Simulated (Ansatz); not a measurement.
By PBEsol, the system below comes out a metal.

Input:

```xyz
2
Lattice="4.1303 0.0000 0.0000 -2.0651 3.5769 0.0000 2.0651 1.1923 1.6862" Properties=species:S:1:pos:R:3 pbc="T T T"
Zn     0.0000     2.3846     0.8431
Cu     0.0000     0.0000     0.0000
```

The cell is taken as given; by PBEsol it stands under a pressure of -1.7 GPa.

The current flows along the normal of the first two printed cell vectors, the (111) plane of the conventional cell. No spin-orbit coupling; the value is a mean over 0.1 eV about the Fermi level.

Problem. State the ballistic conductance per area according to PBEsol (Ansatz, an electronic-structure program).

Solution. 1.1 × 10¹⁵ S/m² for both spins.
